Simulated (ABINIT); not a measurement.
## Input and output of a self-consistent single point for InBi (P4/nmm, 4 atoms in the cell) (ABINIT)

Method: PBEsol, PAW (JTH v2.0 PBE PAW, files made for PBE) (plane waves; ABINIT 10.0.3).

Input:

```
# InBi, JTH v2.0 PBE PAW
pp_dirpath "./"
pseudos "In.GGA_PBE-JTH.xml, Bi.GGA_PBE-JTH.xml"
acell 9.1613204426 9.1613204426 9.7423602033
rprim
         1.0000000000    0.0000000000    0.0000000000
         0.0000000000    1.0000000000    0.0000000000
         0.0000000000    0.0000000000    1.0000000000
natom 4
ntypat 2
znucl 49 83
typat 1 1 2 2
xcart
         4.5806602213    4.5806602213    0.0000000000
         0.0000000000    0.0000000000    0.0000000000
         4.5806602213    0.0000000000    3.5073470968
         0.0000000000    4.5806602213    6.2350131065
ecut 20 Ha
pawecutdg 40 Ha
pawxcdev 0
ixc -116133
occopt 7
tsmear 0.272 eV
nband 36
kptopt 1
ngkpt 5 5 5
nshiftk 1
shiftk 0 0 0
nstep 100
tolvrs 1.0e-12
prtwf 0
prtden 0
```

Output, abridged:

```
 Symmetries : space group P4/n m m (#129); Bravais tP (primitive tetrag.)

 -outvars: echo values of preprocessed input variables --------
            acell      9.1613204426E+00  9.1613204426E+00  9.7423602033E+00 Bohr
             ecut      2.00000000E+01 Hartree
              ixc     -116133
         kptrlatt        5    0    0      0    5    0      0    0    5
          kptrlen      4.58066022E+01
            natom           4
            nband          36
            ngfft          40      40      40
          ngfftdg          54      54      60
             nkpt          18
            nstep         100
             nsym          16
           ntypat           2
           occopt           7
        pawecutdg      4.00000000E+01 Hartree
         pawxcdev           0
          spgroup         129
           tolvrs      1.00000000E-12
           tsmear      9.99581651E-03 Hartree
            typat      1  1  2  2
           useylm           1
             xred      5.0000000000E-01  5.0000000000E-01  0.0000000000E+00
                       0.0000000000E+00  0.0000000000E+00  0.0000000000E+00
                       5.0000000000E-01  0.0000000000E+00  3.6001000000E-01
                       0.0000000000E+00  5.0000000000E-01  6.3999000000E-01
            znucl       49.00000   83.00000

== DATASET  1 ==================================================================

 Real(R)+Recip(G) space primitive vectors, cartesian coordinates (Bohr,Bohr^-1):
 R(1)=  9.1613204  0.0000000  0.0000000  G(1)=  0.1091546  0.0000000  0.0000000
 R(2)=  0.0000000  9.1613204  0.0000000  G(2)=  0.0000000  0.1091546  0.0000000
 R(3)=  0.0000000  0.0000000  9.7423602  G(3)=  0.0000000  0.0000000  0.1026445
 Unit cell volume ucvol=  8.1767427E+02 bohr^3
 Angles (23,13,12)=  9.00000000E+01  9.00000000E+01  9.00000000E+01 degrees

 Coarse grid specifications (used for wave-functions):

 getcut: wavevector=  0.0000  0.0000  0.0000  ngfft=  40  40  40
         ecut(hartree)=     20.000   => boxcut(ratio)=   2.03946

 Fine grid specifications (used for densities):

 getcut: wavevector=  0.0000  0.0000  0.0000  ngfft=  54  54  60
         ecut(hartree)=     40.000   => boxcut(ratio)=   2.07033

   6.00449312E+03                                ecore*ucvol(ha*bohr**3)

_setup2: Arith. and geom. avg. npw (full set) are    3493.080    3493.071

--- !BeginCycle
solver: {iscf: 17, nstep: 100, nline: 4, wfoptalg: 10, }
tolerances: {tolvrs: 1.00E-12, }
...

     iter   Etot(hartree)      deltaE(h)  residm     nres2
 ETOT  1  -255.73838181317    -2.557E+02 2.272E+00 2.462E+01
 ETOT  2  -260.54155886874    -4.803E+00 5.052E-02 2.010E+01
 ETOT  3  -260.48903691593     5.252E-02 3.129E-02 4.430E+00
 ETOT  4  -260.47077351466     1.826E-02 1.097E-02 9.529E-01
 ETOT  5  -260.46672971553     4.044E-03 6.210E-03 8.509E-02
 ETOT  6  -260.46624663245     4.831E-04 3.569E-03 8.278E-03
   [... 7 lines left out ...]
 ETOT 14  -260.46621838985     6.878E-12 8.299E-05 1.275E-09
 ETOT 15  -260.46621838985     1.364E-12 7.387E-05 3.354E-10
 ETOT 16  -260.46621838985    -6.253E-13 6.958E-05 9.113E-12
 ETOT 17  -260.46621838985     2.558E-12 6.180E-05 1.085E-12
 ETOT 18  -260.46621838985    -4.604E-12 5.773E-05 1.379E-13

 At SCF step   18       nres2   =  1.38E-13 < tolvrs=  1.00E-12 =>converged.

 Cartesian components of stress tensor (hartree/bohr^3)
  sigma(1 1)=  5.81680009E-06  sigma(3 2)=  0.00000000E+00
  sigma(2 2)=  5.81680009E-06  sigma(3 1)=  0.00000000E+00
  sigma(3 3)=  1.66220630E-05  sigma(2 1)=  0.00000000E+00

 ----iterations are completed or convergence reached----

 reduced coordinates (array xred) for    4 atoms
       0.500000000000      0.500000000000      0.000000000000
       0.000000000000      0.000000000000      0.000000000000
       0.500000000000      0.000000000000      0.360010000001
       0.000000000000      0.500000000000      0.639989999999
 cartesian forces (eV/Angstrom) at end:
    1     -0.00000000000000     0.00000000000000     0.00000000000000
    2     -0.00000000000000    -0.00000000000000     0.00000000000000
    3     -0.00000000000000     0.00000000000000     0.42753881611698
    4     -0.00000000000000     0.00000000000000    -0.42753881611698
 frms,max,avg= 1.7454199E-01 4.2753882E-01   0.000E+00  0.000E+00  0.000E+00 e/A
 length scales=  9.161320442600  9.161320442600  9.742360203300 bohr
              =  4.847961978814  4.847961978814  5.155434977461 angstroms
 Fermi (or HOMO) energy (hartree) =   0.21631   Average Vxc (hartree)=  -0.35393
 Eigenvalues (hartree) for nkpt=  18  k points:
 kpt#   1, nband= 36, wtk=  0.00800, kpt=  0.0000  0.0000  0.0000 (reduced coord)
  -0.60777   -0.60763   -0.60686   -0.60686   -0.60626   -0.60626   -0.60612   -0.60606
  -0.60593   -0.60477   -0.31634   -0.31597   -0.31141   -0.31083   -0.31083   -0.30748
  -0.30748   -0.30591   -0.30574   -0.30157   -0.22675   -0.13849    0.03572    0.10570
   0.10570    0.13015    0.15941    0.24321    0.25824    0.25824    0.32983    0.33252
   0.33252    0.34277    0.44095    0.44098
      occupation numbers for kpt#   1
   2.00000    2.00000    2.00000    2.00000    2.00000    2.00000    2.00000    2.00000
   2.00000    2.00000    2.00000    2.00000    2.00000    2.00000    2.00000    2.00000
   2.00000    2.00000    2.00000    2.00000    2.00000    2.00000    2.00000    2.00000
   2.00000    2.00000    2.00000    0.00014    0.00000    0.00000    0.00000    0.00000
   0.00000    0.00000    0.00000    0.00000
 prteigrs : prtvol=0 or 1, do not print more k-points.

--- !EnergyTerms
comment             : Components of total free energy in Hartree
kinetic             :  3.74199587818356E+01
hartree             :  7.88207034532244E+01
xc                  : -2.00442714126899E+01
Ewald energy        : -1.88909464735728E+02
psp_core            :  7.34338030742838E+00
local_psp           : -2.36727584564296E+02
spherical_terms     :  6.16323321163799E+01
internal            : -2.60464946053846E+02
'-kT*entropy'       : -1.27218689915463E-03
total_energy        : -2.60466218240745E+02
total_energy_eV     : -7.08764624711145E+03
...

-Cartesian components of stress tensor (GPa)         [Pressure= -2.7710E-01 GPa]
- sigma(1 1)=  1.71136138E-01  sigma(3 2)=  0.00000000E+00
- sigma(2 2)=  1.71136138E-01  sigma(3 1)=  0.00000000E+00
- sigma(3 3)=  4.89037896E-01  sigma(2 1)=  0.00000000E+00

 Calculation completed.
```

The run converged in 18 iterations.

The starting cell comes from a database of computed structures (which also holds hypothetical and non-ambient phases and stackings), without a prior relaxation at this level. Its lattice was rescaled by a random factor within 2.5 % of one. The potentials were made for another functional than the one used.

Cost on one core of a shared machine: roughly 3 min.
